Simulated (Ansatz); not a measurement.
Functionals compared on the (310) surface of bcc Ta in its 1x1 cell, outermost plane spacing 1.05 Å in the ideal cut, in Ansatz (plane waves, PAW). The structure was relaxed with PBE; the other rows are single points on it, each with its references at the same level. Cutoff 420 eV (500 eV for r2SCAN).

Set-up: 11 atoms, 10.5 Å thick at the start (thin: gaps and levels are the slab's own); mesh 12x7x1; 0.1 eV smearing; dipole correction on; all atoms relaxed; held to the part of the start's symmetry that mesh and held atoms allow; no spin, no spin-orbit, no U. These notes are the PBE run's.

| functional | surface energy (J/m²) | work function of the top face (eV) | rough cost of the single point |
|---|---|---|---|
| PBE | 2.55 | 3.82 | – |
| LDA | 2.91 | 4.08 | roughly 120 core-seconds |
| PBEsol | 2.82 | 3.90 | around 120 core-seconds (rough) |
| RPBE | … | … | around 120 core-seconds (rough) |
| r2SCAN | 2.75 | 3.82 | around 5 core-minutes (rough) |

Complete the blanks.


- RPBE, surface energy (J/m²): 2.38
- RPBE, work function of the top face (eV): 3.68

Ansatz is a program for electronic structure.
